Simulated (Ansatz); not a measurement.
## What pressure 0.3 GPa does to Al3BC

Start from Al$_{3}$BC (space group P6_3/mmc, No. 194; a = 3.485 Å, c = 11.499 Å; a cell from a computed database, its experimental status unchecked).

Now apply this change: cell and atoms relaxed at a pressure of 0.3 GPa.

All numbers come from DFT with PBEsol, PAW potentials and a 420 eV plane-wave cutoff in Ansatz (an electronic-structure program), no spin-orbit coupling. k-mesh 11×11×3 (Γ-centred); smearing 0.05 eV (Fermi–Dirac).

* **Volume per atom**: 12.07 Å³ (base 12.10 Å³)
* **Density**: 2.85 g/cm³ (base 2.85 g/cm³)
* **Lattice parameter a**: 3.483 Å (base 3.485 Å)
* **c/a ratio**: 3.300 (base 3.300)
* **Band gap**: 0.39 eV (base 0.39 eV)
* **Gap character**: indirect, Γ → M (base indirect, Γ → M)
* **Smallest direct gap**: 1.62 eV (base 1.61 eV)
* **Width of the top valence band**: 2.08 eV (base 2.08 eV)
* **Valence-band top at Γ (three highest levels, from the VBM)**: 0.00, 0.00, -0.13 eV (base 0.00, 0.00, -0.13 eV)

Final structure:

```
CELL_PARAMETERS angstrom
      3.48270     0.00000     0.00000
     -1.74135     3.01611     0.00000
      0.00000     0.00000    11.49149
ATOMIC_POSITIONS crystal
  Al 0.66667 0.33333 0.92426
  Al 0.33333 0.66667 0.07574
  Al 0.33333 0.66667 0.42426
  Al 0.66667 0.33333 0.57574
  Al 0.00000 0.00000 0.75000
  Al 0.00000 0.00000 0.25000
  B  0.00000 0.00000 0.00000
  B  0.00000 0.00000 0.50000
  C  0.33333 0.66667 0.25000
  C  0.66667 0.33333 0.75000
```

Load acts through the strain it causes; cell and atoms are relaxed under it. Stability against distortions was not tested.
